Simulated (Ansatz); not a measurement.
Consider HfO₂ in the fluorite structure (space group Fm-3m, No. 225).

```
CELL_PARAMETERS angstrom
      0.00000     2.52188     2.52188
      2.52188     0.00000     2.52188
      2.52188     2.52188     0.00000
ATOMIC_POSITIONS crystal
  Hf 0.00000 0.00000 0.00000
  O  0.25000 0.25000 0.25000
  O  0.75000 0.75000 0.75000
```

Cartesian axes are those of the cell as printed.

Computed with DFT with PBEsol, PAW potentials and a 420 eV plane-wave cutoff in Ansatz (a program for electronic structure), no spin-orbit coupling.

For the base:

The band gap is 3.69 eV and the shortest interatomic distance comes out as 2.184 Å.

Now apply this change: the cell is compressed by 0.50 % along z with no lateral relaxation, atoms relaxed at fixed cell.

### Question
Predict the new band gap.

### Answer
The band gap falls by 0.03 eV to 3.66 eV.

### Question
Estimate the effect on the stress.

### Answer
The stress (xx, yy, zz, yz, xz, xy; compression positive) amounts to (0.56, 0.56, 2.91, 0.00, 0.00, 0.00) GPa.

### Question
Predict the new hole mass.

### Answer
The hole mass is 0.28 mₑ along k, 2.9 mₑ across (at X).

### Question
What happens to the shortest interatomic distance?

### Answer
The shortest interatomic distance falls by 0.004 Å (2.184 Å → 2.180 Å).

### Question
What does the calculation give for the energy relative to the base after the change?

### Answer
The energy increases by 0.5 meV/atom.

Spin-orbit coupling, missing from the scalar runs, can matter with Hf. The cells carry an imposed strain or load. Masses are band curvatures over ±0.01 Å⁻¹ around the edge. Along k means along the line from Γ to the band edge. Stability against distortions was not tested. This is not the structure that HfO2 has at room temperature and ambient pressure.
